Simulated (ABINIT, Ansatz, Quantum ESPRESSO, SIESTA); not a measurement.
**BaHfO₃ (Pm-3m, 5 atoms in the cell) computed with different codes at matched settings**

Self-consistent single point.

```
CELL_PARAMETERS angstrom
      4.12246     0.00000     0.00000
      0.00000     4.12246     0.00000
      0.00000     0.00000     4.12246
ATOMIC_POSITIONS crystal
  Ba 0.00000 0.00000 0.00000
  Hf 0.50000 0.50000 0.50000
  O  0.50000 0.00000 0.50000
  O  0.00000 0.50000 0.50000
  O  0.50000 0.50000 0.00000
```

Shared settings, as Ansatz (a first-principles code) writes them: kpoints.mp_grid.grid = 1 1 1; scf.occupations.method = fermi_dirac; scf.occupations.width = 0.02 eV. Potentials and cutoffs stand in the table.

```csv
code,model,pressure (GPa),cutoff
SIESTA,"GGA PBE, numerical atomic orbitals DZP, PseudoDojo PBE standard norm-conserving potentials (rewritten from UPF to PSML)",55.44,grid 400 Ry
Quantum ESPRESSO,"PBE, PSlibrary PAW (PBE) pseudopotentials",46.94,55 Ry
ABINIT,"PBE, PAW (JTH v2.0 PBE PAW)",54.74,24 Ha
Ansatz,"PBE, default PAW files",53.32,420 eV
```

On Ansatz's run: spin-orbit coupling is off.

The spread over the programs that give each value: pressure within 8.50 GPa.

SIESTA uses small atom-centred bases, whose incompleteness enters pressures, forces and empty levels differently from a plane-wave cutoff. Ansatz's pressure is given at a fixed set of plane waves, as the other plane-wave codes print theirs; with its correction for the finite basis it is 53.94 GPa (the shift of 0.61 GPa shows how far the cutoff is from converged).

This mesh misses zone-boundary points where a band edge of such crystals can lie, so no gaps are given.

On the base mesh (6 6 6) the same programs gave: Ansatz pressure 10.16 GPa; Quantum ESPRESSO pressure 6.43 GPa; ABINIT pressure 10.01 GPa; SIESTA pressure 11.51 GPa.

The values differ from the base mesh's, so the mesh still matters here: the table compares the programs at equal settings.

The starting cell has typed, rounded lattice constants, without a prior relaxation at this level. Its lattice was rescaled by a random factor within 2.5 % of one.

Left out of this page: GPAW and Elk (not drawn, or without a comparable value); CP2K (on another mesh).

Keys are those of Ansatz 0.2.
